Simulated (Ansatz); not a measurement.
## How far to go with the plane-wave cutoff: NiPbF₆ (R3, 8 atoms in the cell)

```yaml
crystal:
  lattice:
    - [2.52701, 1.45897, 4.70520]
    - [-2.52701, 1.45897, 4.70520]
    - [0.00000, -2.91794, 4.70520]
  atoms:
    - { symbol: Ni, position: [0.00354, 0.00354, 0.00354], spin: 2.0 }
    - { symbol: Pb, position: [0.50000, 0.50000, 0.50000] }
    - { symbol: F, position: [0.39328, 0.08912, 0.76111] }
    - { symbol: F, position: [0.60672, 0.91088, 0.23889] }
    - { symbol: F, position: [0.76111, 0.39328, 0.08912] }
    - { symbol: F, position: [0.23889, 0.60672, 0.91088] }
    - { symbol: F, position: [0.08912, 0.76111, 0.39328] }
    - { symbol: F, position: [0.91088, 0.23889, 0.60672] }
```
(The spins are starting values, not results.)

Computed with PBEsol, default PAW files made with PBE (plane waves; Ansatz, a quantum-chemistry and plane-wave program).

Base settings: basis.ecutwfc = 30.9 Ry; kpoints.mp_grid.grid = 3 3 3; hamiltonian.xc = pbesol; hamiltonian.pseudopotentials = {kind: paw} (the program's default PAW files); magnetization.spin_polarized = true; scf.occupations.method = fermi_dirac; scf.occupations.width = 0.0037 Ry.

The second cell is the first with its lattice scaled by 0.98.

The mesh stays at the base's, so the ladder's end is converged at best in this setting alone.

The first pressure column holds Ansatz's estimate of the finite-basis (Pulay) stress, which hides part of the cutoff error; the other is without it.

Only quantities that move along the ladder and can be compared are tabulated.

The magnetic state is not the same in all runs (site moments differ, or a search went on to a lower state), so steps between rows are not convergence errors alone.

The count of work is k-points × plane waves × bands × iterations; it is no time. 

The starting cell comes from a database of computed structures (which also holds hypothetical and non-ambient phases and stackings), without a prior relaxation at this level. Its lattice was rescaled by up to half a per cent. One atom was moved a little off its site on purpose. With one magnetic atom in the cell only a parallel order is possible.

Steps (basis.ecutwfc): 10.7 Ry; 12.5 Ry; 14 Ry; 15.4 Ry; 16.9 Ry; 18.4 Ry; 21.7 Ry; 24.6 Ry; 27.9 Ry; 30.9 Ry; 33.8 Ry; 37.1 Ry; 41.5 Ry; 46.3 Ry; 54 Ry; 61.7 Ry; 74.2 Ry.

Problem. What is the coarsest basis.ecutwfc that holds the pressure without the Pulay estimate within 0.5 GPa of the last step, with all finer ones?

Solution. 33.8 Ry, at 0.31 of the last step's count of work; the step before is off by 0.73 GPa.

Problem. What is the coarsest basis.ecutwfc that holds the energy of the compressed cell less the first within 0.5 meV/atom of the last step, with all finer ones?

Solution. 27.9 Ry, at 0.23 of the last step's count of work; the step before is off by 2.1 meV/atom.

Problem. What is the state of the free energy at the end of the ladder?

Solution. Still drifting one way, by 1.1 meV/atom over the last two steps, so the last step is no safe reference.

```csv
basis.ecutwfc,free energy less the last step's (meV/atom),energy of the compressed cell less the first (meV/atom),pressure (GPa),pressure without the Pulay estimate (GPa),largest difference of a force vector from the last step's (eV/Å),count of work / last
10.7 Ry,47915.77,-393.63,-18.28,-1522.31,0.959,0.062
12.5 Ry,24653.31,-212.12,51.89,-918.63,2.792,0.074
14 Ry,13584.80,109.12,31.57,-580.78,2.154,0.098
15.4 Ry,8043.90,-48.67,8.46,-386.44,0.707,0.10
16.9 Ry,4345.00,61.31,-2.85,-236.75,0.458,0.11
18.4 Ry,2441.20,38.33,-3.61,-147.92,0.346,0.13
21.7 Ry,650.29,20.68,1.50,-48.40,0.132,0.16
24.6 Ry,166.54,33.63,2.85,-13.77,0.024,0.20
27.9 Ry,31.17,31.51,2.60,-1.21,0.011,0.23
30.9 Ry,6.35,31.68,2.65,1.91,0.002,0.27
33.8 Ry,2.67,31.69,2.66,2.56,0.001,0.31
37.1 Ry,2.18,31.70,2.66,2.64,0.001,0.35
41.5 Ry,1.72,31.65,2.65,2.62,0.000,0.42
46.3 Ry,1.34,31.63,2.65,2.63,0.001,0.50
54 Ry,1.06,31.62,2.65,2.62,0.001,0.62
61.7 Ry,0.48,31.60,2.65,2.61,0.000,0.76
74.2 Ry,0.00,31.58,2.64,2.64,0.000,1.0
```

The energy difference between the two cells stays within 1 meV/atom of the last step's from 27.9 Ry on, the total only from 61.7 Ry on: much of the error is common to both cells and cancels.

At the lowest cutoff the pressure without the Pulay estimate lies 1520 GPa under the last step's, the usual sign of Pulay stress in an incomplete plane-wave basis.

Keys are those of Ansatz 0.2.
